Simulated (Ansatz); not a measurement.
We consider ZnS (model structure, started from the beta GaS type, P6₃/mmc, No. 194, 8 atoms in the cell), described by PBEsol in Ansatz (plane waves, PAW).

Settings: plane-wave cutoff 500 eV, 12×12×4 k mesh (along the axes of the cell as run), Fermi–Dirac smearing 0.05 eV, scalar-relativistic PAW data made under PBE.

Cell (relaxed at this level):

```yaml
crystal:
  lattice:
    - [3.85641, 0.00000, 0.00000]
    - [-1.92820, 3.33975, 0.00000]
    - [0.00000, 0.00000, 14.47454]
  atoms:
    - { symbol: Zn, position: [0.33333, 0.66667, 0.06776] }
    - { symbol: Zn, position: [0.66667, 0.33333, 0.56776] }
    - { symbol: Zn, position: [0.66667, 0.33333, 0.93224] }
    - { symbol: Zn, position: [0.33333, 0.66667, 0.43224] }
    - { symbol: S, position: [0.33333, 0.66667, 0.60722] }
    - { symbol: S, position: [0.66667, 0.33333, 0.10722] }
    - { symbol: S, position: [0.66667, 0.33333, 0.39278] }
    - { symbol: S, position: [0.33333, 0.66667, 0.89278] }
```

Estimate the band gap that the calculation returns.


* **band gap**: 2.53 eV (on the SCF k mesh)

Note: the relaxation could raise the start's symmetry but not lower it, so the cell can be a saddle point; the cell has widely spaced layers and the level no dispersion term, so their spacing and the moduli can rest on weak binding.

Static lattice: no zero-point or thermal effects.

It cost very roughly 8 core-minutes of CPU time.

A model structure was made by putting elements into a prototype or built by hand; it is no filed structure, need not be a known phase, and can be a saddle point held by its symmetry.

Ansatz is a program for electronic structure.
